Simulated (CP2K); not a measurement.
Band structure of TlSbS2 (P-1, 8 atoms in the cell).

```
TlSbS2
1.0
    6.43032     0.00000     0.00000
    0.13669     6.55663     0.00000
    2.52178     2.84341     6.01819
Tl Sb S
2 2 4
Direct
  0.87064   0.61402   0.74368
  0.12936   0.38598   0.25632
  0.40930   0.08577   0.75110
  0.59070   0.91423   0.24890
  0.78230   0.09192   0.79031
  0.21770   0.90808   0.20969
  0.37114   0.72112   0.73003
  0.62886   0.27888   0.26997
```

Level of theory: PBEsol, GPW, DZVP-MOLOPT-PBE-GTH basis, GTH-PBE potentials (POTENTIAL_UZH) (CP2K 2026.2).

Settings: CUTOFF = 500 Ry; REL_CUTOFF = 60 Ry; SMEAR/METHOD = FERMI_DIRAC; ELECTRONIC_TEMPERATURE = 116.05 K; KPOINTS/SCHEME = MONKHORST-PACK 2 2 2; GAMMA_CENTERED = T; XC_FUNCTIONAL = PBE:PBESOL; Tl/BASIS_SET = DZVP-MOLOPT-PBE-GTH-q13; Tl/POTENTIAL = GTH-PBE-q13; Sb/BASIS_SET = DZVP-MOLOPT-PBE-GTH-q5; Sb/POTENTIAL = GTH-PBE-q5; S/BASIS_SET = DZVP-MOLOPT-PBE-GTH-q6; S/POTENTIAL = GTH-PBE-q6; METHOD = GPW.

The starting cell comes from a database of computed structures (which also holds hypothetical and non-ambient phases and stackings), without a prior relaxation at this level. Its lattice was rescaled by a random factor within 2.5 % of one. Spin-orbit coupling is off. Values carry the incompleteness of an atom-centred basis. The potentials were made for another functional than the one used.

**Question.** Predict the gap along the standard path and the places of the band edges.

**Answer.** The gap along the path is 1.21 eV, direct at Z|N to within 0.01 eV.

Levels in eV from the top of the valence band on the SCF mesh, bands 27 to 31:
| point | 27 | 28 | 29 | 30 | 31 |
|---|---|---|---|---|---|
| X | -1.00 | -0.99 | -0.47 | -0.25 | 1.68 |
| Γ | -1.56 | -1.20 | -0.57 | -0.30 | 1.86 |

Higher empty bands are left out: an atom-centred basis made for the valence describes them poorly.
